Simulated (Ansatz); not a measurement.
Given:

```xyz
2
Lattice="2.7963 0.0000 0.0000 0.0000 2.7963 0.0000 0.0000 0.0000 3.9372" Properties=species:S:1:pos:R:3 pbc="T T T"
Ti     0.0000     0.0000     0.0000
Al     1.3981     1.3981     1.9686
```

No spin polarisation.

Calculations: PBEsol/PAW in Ansatz (a program for electronic structure), no SOC. Settings: 21×21×14 k-points, 0.1 eV Fermi–Dirac smearing.

Problem. Predict the stress and band gap.

Solution. The stress (xx, yy, zz, yz, xz, xy; compression positive) comes out as (2.5, 2.5, 4.4, 0.0, 0.0, 0.0) GPa and the band gap comes out as zero.

The cells carry an imposed strain or load. Whether these cells are dynamically stable was not tested. All final runs are without spin polarisation. The cell was made from TiAl (space group P4/mmm, No. 123) by this change: uniaxial strain ε_zz = −2.50 %.
